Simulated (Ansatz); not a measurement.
Consider Cu$_{3}$N (space group Pm-3m, No. 221; a = 3.827 Å). Axes: x, y, z lie along the cube axes.

Computed with PBE/PAW in Ansatz (a first-principles code), spin-orbit coupling left out.

Strains are applied to the cell and any free atomic positions relax; under biaxial strain the out-of-plane vector relaxes too.

One change was made to it. Results:

```csv
quantity,base,after
energy relative to the base (free energy F),0 meV/atom,+17 meV/atom
volume per atom,14.01 Å³,14.33 Å³
"pressure (mean of the normal stresses, compression positive)",0.0 GPa,-2.6 GPa
```

Name the change that was made.
(A) uniaxial strain ε_xx = +3.31 %
(B) isotropic strain −4.74 %
(C) biaxial strain +4.80 %, plane normal [111], relaxed out of plane
(D) biaxial strain +1.36 %, plane normal [110], relaxed out of plane
(E) biaxial strain −0.41 %, plane normal [001], relaxed out of plane

C, biaxial strain +4.80 %, plane normal [111], relaxed out of plane. For comparison, the energy relative to the base in the other runs: biaxial strain −0.41 %, plane normal [001], relaxed out of plane gives +0.4 meV/atom; isotropic strain −4.74 % gives +123 meV/atom; biaxial strain +1.36 %, plane normal [110], relaxed out of plane gives +2.5 meV/atom; uniaxial strain ε_xx = +3.31 % gives +10 meV/atom.

The mesh was chosen for an insulator and is coarse for the gapless case. Whether these cells are dynamically stable was not tested. All final runs are without spin polarisation.
